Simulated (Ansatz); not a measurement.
Results of PBEsol-D3(BJ) (Ansatz, a first-principles code, PAW) for cubic perovskite KNiF3.

The input as run:

Ansatz 0.2 input:
```yaml
crystal:
  lattice:
    - [4.0517664092, 0.0, 0.0]
    - [0.0, 4.0517664092, 0.0]
    - [0.0, 0.0, 4.0517664092]
  atoms:
    - { symbol: K, position: [0.0, 0.0, 0.0], spin: 0.0 }
    - { symbol: Ni, position: [0.5, 0.5, 0.5], spin: 2.0 }
    - { symbol: F, position: [0.5, 0.0, 0.5], spin: 0.0 }
    - { symbol: F, position: [0.0, 0.5, 0.5], spin: 0.0 }
    - { symbol: F, position: [0.5, 0.5, 0.0], spin: 0.0 }
basis:
  ecutwfc: 520
  ecutrho_ratio: 4
  xc_grid: 2
kpoints:
  mp_grid: { grid: [8, 8, 8] }
hamiltonian:
  xc: pbesol
  dispersion: d3bj
  pseudopotentials: { kind: paw }
scf:
  occupations: { method: fermi_dirac, width: 0.01 }
  convergence: { dr2_threshold: 0.0000000005 }
output:
  forces: true
  stress: true
  eigenvalues: true
magnetization:
  spin_polarized: true
```

The run printed, among other lines:

```
Crystal: 5 atoms, lattice volume = 66.517 Å³
Basis set: ecut = 520 eV, 1791 PW (Γ), exchange–correlation on 64×64×64 points (8 copies of the dense FFT grid, shifted against one another)
Bands: 30, of which v1, the nominal top of the filled ones, is band 24 counted from 1 (23 counted from 0)
Symmetry: 48 space group operations
Space group: Pm-3m (ITA 221), of the structure as read, at distance tolerance 4.1e-5 Å
k-points: 35 of 512
Initial density: superposition of atomic densities (chi_scale 0.1, normalization cell, long waves kept (reshape's long-wave potential 0.00 eV rms))
Functional: x = pbesol(κ = 0.804, μ = 0.12345679012345678), c = pbesol(β = 0.046)
spin=Collinear: Kerker preconditioning applied to the charge; magnetization (m = ρ↑ − ρ↓) channel mixes plain (no charge-response kernel on spin).
SCF 1 converged in 19 iterations: F = -9725.235261 eV  dr2 = 9.15e-12
SCF converged after 19 iterations
Magnetization: 2.0000 μB (25.0000 up, 23.0000 down)
Free energy (F): -9725.235261 eV
Internal energy: -9725.235261 eV  (E = F + TS)
E sigma→0 (E₀):  -9725.235261 eV
Fermi energy:    6.128871 eV
--- Forces (eV/Å), atoms counted from 1 ---
  atom   1  K     -0.00000000    -0.00000000     0.00000000
  atom   2  Ni     0.00000000     0.00000000     0.00000000
  atom   3  F      0.00000000    -0.00000000    -0.00000000
  atom   4  F      0.00000000    -0.00000000    -0.00000000
  atom   5  F      0.00000000    -0.00000000     0.00000000
--- Stress (GPa, compression-positive) ---
       -4.576766       0.000000      -0.000000
        0.000000      -4.576766       0.000000
       -0.000000       0.000000      -4.576766
  P = ⅓ Tr σ = -4.5768 GPa (-45.768 kbar)
```

The cell is one volume of an energy–volume scan, off the minimum.

The PAW data were made under PBE.

The run is spin-polarised with parallel starting moments, which need not be the measured order.

Note: the magnetic order was assumed, not searched for or taken from measurement. Note: without U or exact exchange, gaps and moments of open d shells tend to come out too small.

It cost very roughly 19 core-seconds of CPU time.
